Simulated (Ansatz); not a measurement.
Defect: interstitial Cu in wurtzite GaN, charge state +1. Computed with PBE, PAW (plane waves to 420 eV; Ansatz, a first-principles code).

Settings: 72 host sites, the relaxed PBE lattice, one k-point at (0.125, 0.250, 0.250), smearing 0.01 eV, spin-restricted, no image-charge correction. Static, classical nuclei. The charge state is imposed; whether it is stable for some Fermi level was not computed. Sites that were not tried may lie lower.

Barriers: single points on a 2×2×2 k-point mesh shifted by half a step along c at the bands' geometries.

A. Cu moves alone to another site; the atom moves 2.63 Å along (0.00, 0.00, -0.50) of the unit cell; the moving atom starts with neighbours 3 Ga at 2.38, 3 Ga at 2.42; 3 N at 2.01 Å and ends with 2 Ga at 2.38, Ga at 2.39, 3 Ga at 2.42; 3 N at 2.01 Å; saddle order not checked, on a symmetry element.
B. several atoms move together, Cu the farthest; the atom moves 1.76 Å along (0.00, 0.52, -0.10) of the unit cell; the moving atom starts with neighbours 3 Ga at 2.38, 3 Ga at 2.42; 3 N at 2.01 Å and ends with Ga at 2.17, Ga at 2.32; N at 1.81, N at 1.88 Å; saddle order not checked.

A band can be held on a symmetry element, so unchecked saddle points there may be too high.

Question: Put the candidates in order of forward barrier, lowest first, for PBE, PAW.

Answer: B (0.58 eV), A (1.15 eV)
